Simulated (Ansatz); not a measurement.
SrZrSe3 (model structure, started from the cubic perovskite type, Pm-3m, No. 221, 5 atoms in the cell) was calculated with HSE06 (Ansatz, a quantum-chemistry and plane-wave program, plane waves, PAW).

Numerical settings: plane-wave cutoff 460 eV, 6×6×6 k mesh, Fermi–Dirac smearing 0.05 eV, scalar-relativistic PAW data made under PBE.

Cell (relaxed with PBEsol):

```yaml
crystal:
  lattice:
    - [5.17547, 0.00000, 0.00000]
    - [0.00000, 5.17547, 0.00000]
    - [0.00000, 0.00000, 5.17547]
  atoms:
    - { symbol: Sr, position: [0.00000, 0.00000, 0.00000] }
    - { symbol: Zr, position: [0.50000, 0.50000, 0.50000] }
    - { symbol: Se, position: [0.00000, 0.50000, 0.50000] }
    - { symbol: Se, position: [0.50000, 0.50000, 0.00000] }
    - { symbol: Se, position: [0.50000, 0.00000, 0.50000] }
```

Give the computed band gap and smallest direct gap on the k points sampled.


- band gap: 0.59 eV (on the SCF k mesh)
- smallest direct gap on the k points sampled: 1.20 eV

Note: PBE has no gap here, and a hybrid on a coarse mesh can open a false one; the relaxation could raise the start's symmetry but not lower it, so the cell can be a saddle point; cell and atoms aren't relaxed at this level (pressure 1.6 GPa).

Spin–orbit coupling is not included.

Computing time: around 5 core-minutes (rough).

A model structure was made by putting elements into a prototype or built by hand; it is no filed structure, need not be a known phase, and can be a saddle point held by its symmetry.
